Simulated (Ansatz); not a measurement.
Evanescent states of SiO2 (P3_221, 9 atoms a cell, 12.6 Å³ an atom) along the normal of (110)

Level of theory: r2SCAN (plane waves, PAW; Ansatz, a quantum-chemistry and plane-wave program).

The gap is the functional's own. No spin-orbit coupling. Mid-gap values are interpolated on the energy grid.

Energies count from the valence-band top; κ is the least over a 6×4 mesh across the current.

| E (eV) | κ (1/Å) | where |
|---|---|---|
| 0.15 | 0.282 | off Γ |
| 0.45 | 0.383 | off Γ |
| 0.75 | 0.444 | off Γ |
| 1.05 | 0.490 | off Γ |
| 1.35 | 0.508 | Γ |
| 1.65 | 0.515 | Γ |
| 1.95 | 0.520 | Γ |
| 2.25 | 0.522 | Γ |
| 2.55 | 0.521 | Γ |
| 2.85 | 0.518 | Γ |
| 3.15 | 0.512 | Γ |
| 3.45 | 0.503 | Γ |
| 3.75 | 0.492 | Γ |
| 4.05 | 0.477 | Γ |
| 4.35 | 0.459 | Γ |
| 4.65 | 0.438 | Γ |
| 4.95 | 0.412 | Γ |
| 5.25 | 0.382 | Γ |
| 5.55 | 0.344 | Γ |
| 5.85 | 0.297 | Γ |
| 6.15 | 0.235 | Γ |
| 6.45 | 0.139 | Γ |

Q: How thick must the barrier be to attenuate the transmission by 10^6 when the electrodes' Fermi level lies at 6.15 eV, and what attenuation does that film give at 0.15 eV?

A: d = 6 ln 10 / (2 × 0.235) = 29.4 Å. At 0.15 eV it gives 6 × 0.282/0.235 = 7.2 decades.
